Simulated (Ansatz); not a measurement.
**MoTe2: response to strain**

The parent structure is MoTe2 in the 2H-MoS2 type structure (space group P6_3/mmc, No. 194; a = 3.5419 Å, c = 14.1820 Å; layered, stacked along the Cartesian z axis). Axes: x lies along a and z along c of the hexagonal cell.

Strains are applied to the cell and any free atomic positions relax; under biaxial strain the out-of-plane vector relaxes too; under stress the whole cell relaxes.

Method: Kohn–Sham DFT with the r2SCAN+rVV10 functional, run in Ansatz (an electronic-structure program) with PAW and 500 eV plane waves, scalar-relativistic without spin-orbit coupling, earlier PAW set.

Notes on the quantities. energy relative to the base: free energy F; pressure: mean of the normal stresses, compression positive.

```csv
variant,energy relative to the base,gap character,shortest interatomic distance,smallest direct gap,pressure
base,0 meV/atom,"indirect, Γ → K–Γ (40 % along)",2.721 Å,1.09 eV,0.00 GPa
"biaxial strain −1.77 %, plane normal [001], relaxed out of plane",–,"indirect, K → K–Γ (44 % along)",2.709 Å,1.24 eV,1.95 GPa
isotropic strain −4.23 %,+70 meV/atom,"indirect, M → K–Γ (44 % along)",2.683 Å,0.90 eV,8.19 GPa
uniaxial strain ε_xx = −4.95 %,+29 meV/atom,"indirect, Y → Σ₀–Γ (38 % along)",2.694 Å,1.25 eV,3.37 GPa
uniaxial strain ε_yy = +3.80 %,+14 meV/atom,"indirect, Γ → Y–C₀ (86 % along)",2.727 Å,0.96 eV,-1.95 GPa
uniaxial strain ε_zz = −5.14 %,+13 meV/atom,"indirect, Γ → K–Γ (40 % along)",2.711 Å,1.03 eV,1.81 GPa
"uniaxial stress, 3 GPa compression along z",+10 meV/atom,"indirect, Γ → K–Γ (40 % along)",2.716 Å,1.00 eV,–
tensor shear ε_yz = −3.68 %,+6.4 meV/atom,"indirect, Γ → Γ–C (60 % along)",2.716 Å,1.08 eV,0.30 GPa
```

Spin-orbit coupling, missing from the scalar runs, can matter with Te. Beyond what the load breaks, stability against distortions was not tested. k-point labels follow each cell's own Brillouin zone.
